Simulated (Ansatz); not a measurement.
InAs under load (space group F-43m): band-edge transport data

Input:

```xyz
2
Lattice="0.0000 2.9927 2.9927 2.9927 0.0000 2.9927 2.9927 2.9927 0.0000" Properties=species:S:1:pos:R:3 pbc="T T T"
In     0.0000     0.0000     0.0000
As     1.4964     1.4964     1.4964
```

These are r2SCAN with spin-orbit coupling, rigid bands (plane waves, PAW; Ansatz, a program for electronic structure) values and carry that method's errors. Condition of this run: hydrostatic pressure of 3.2 GPa (compression positive) (the target of the relaxation). Geometry: cell and atoms relaxed with PBEsol, then loaded as said.

```json
{
 "band_gap": "0.32 eV",
 "hole conductivity mass (300 K, dilute)": "0.44 mₑ",
 "effective density of states N_v (300 K)": "1.3e19 cm⁻³",
 "density_of_states_mass_holes": "0.66 mₑ",
 "Seebeck coefficient, p-type 1e19 cm⁻³, 300 K": "247 μV/K"
}
```

Rigid bands; masses and Seebeck coefficients take one relaxation time τ for all states and one kind of carrier; polarons and phonon drag are left out. Geometry: cell and atoms relaxed with PBEsol.
